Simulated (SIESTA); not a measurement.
A self-consistent single point of CoAl (Pm-3m, 2 atoms in the cell) with SIESTA.

Level of theory: GGA PBEsol, numerical atomic orbitals DZP, PseudoDojo PBEsol standard norm-conserving potentials (rewritten from UPF to PSML) in SIESTA 5.4.2.

```
CELL_PARAMETERS angstrom
      2.90690     0.00000     0.00000
      0.00000     2.90690     0.00000
      0.00000     0.00000     2.90690
ATOMIC_POSITIONS crystal
  Al 0.50000 0.50000 0.50000
  Co 0.00000 0.00000 0.00000
```

Reference input (self-consistent single point, DFT, GGA PBE, numerical atomic orbitals DZP, PseudoDojo PBE standard norm-conserving potentials (rewritten from UPF to PSML)): XC.functional = GGA; XC.authors = PBE; potentials = PseudoDojo PBE standard; PAO.BasisSize = DZP; PAO.EnergyShift = 0.005 Ry; MeshCutoff = 350 Ry; kgrid.MonkhorstPack = 15 15 15; OccupationFunction = FD; ElectronicTemperature = 0.05 eV; MaxSCFIterations = 150; SCF.Mixer.Method = Pulay; SCF.Mixer.Weight = 0.1. This run's input differs from it in these lines:

```diff
@@ -1,2 +1,2 @@
-# files in the folder: Al.psml Co.psml (PseudoDojo PBE standard)
+# files in the folder: Al.psml Co.psml (PseudoDojo PBEsol standard)
 SystemName  CoAl
@@ -23,3 +23,3 @@
 XC.functional                GGA
-XC.authors                   PBE
+XC.authors                   PBEsol
 PAO.BasisSize                DZP
```

Output, abridged:

```
        iscf     Eharris(eV)        E_KS(eV)     FreeEng(eV)     dDmax    Ef(eV) dHmax(eV)
   scf:    1    -4193.100082    -4215.833268    -4215.837177  1.333767 -4.538321 16.875078
   scf:    2    -4224.840071    -4221.568742    -4221.575739  0.104697 -5.620880  5.865446
   scf:    3    -4222.393615    -4222.276602    -4222.284206  0.062057 -6.140438  0.405289
   scf:    4    -4222.310731    -4222.295218    -4222.303284  0.057312 -6.163022  0.133315
   scf:    5    -4222.297362    -4222.296576    -4222.304724  0.013067 -6.152653  0.012037
   scf:    6    -4222.296489    -4222.296536    -4222.304736  0.002235 -6.159239  0.022593
   scf:    7    -4222.296557    -4222.296557    -4222.304749  0.000377 -6.156174  0.007996
   scf:    8    -4222.296556    -4222.296557    -4222.304750  0.000078 -6.157109  0.000191
SCF Convergence by DM+H criterion
max |DM_out - DM_in|         :     0.0000781493
max |H_out - H_in|      (eV) :     0.0001907676
SCF cycle converged after 8 iterations

Using DM_out to compute the final energy and forces

siesta: E_KS(eV) =            -4222.2966

siesta: E_KS - E_eggbox =     -4222.2966

siesta: Atomic forces (eV/Ang):
     1    0.000000    0.000000    0.000000
     2   -0.000000   -0.000000   -0.000000
   Tot   -0.000000   -0.000000   -0.000000
   Max    0.000000
   Res    0.000000    sqrt( Sum f_i^2 / 3N )
   Max    0.000000    constrained

Stress tensor Voigt[x,y,z,yz,xz,xy] (kbar):      147.40      147.40      147.40        0.00        0.00        0.00
(Free)E + p*V (eV/cell)    -4224.5647
Target enthalpy (eV/cell)    -4222.3048

siesta: Program's energy decomposition (eV):
siesta: FreeEng =     -4222.304750

   [... lines left out ...]
siesta:     0.092003    0.000000    0.000000
siesta:     0.000000    0.092003    0.000000
siesta:     0.000000    0.000000    0.092003

siesta: Cell volume =         24.563603 Ang**3

siesta: Pressure (static):
siesta:                Solid            Molecule  Units
siesta:          -0.00100204         -0.00100204  Ry/Bohr**3
siesta:          -0.09200272         -0.09200272  eV/Ang**3
siesta:        -147.40460917       -147.40460953  kBar
```

The run converged in 8 iterations. Against the reference run the pressure goes from -10.01 to -14.74 GPa.

The starting cell has typed, rounded lattice constants, without a prior relaxation at this level. Its lattice was rescaled by a random factor within 2.5 % of one. Spin polarisation is off. Values carry the incompleteness of an atom-centred basis. With a pressure of about -15 GPa the cell is away from its equilibrium volume at this level.

Cost on one core of a shared machine: roughly 70 s.
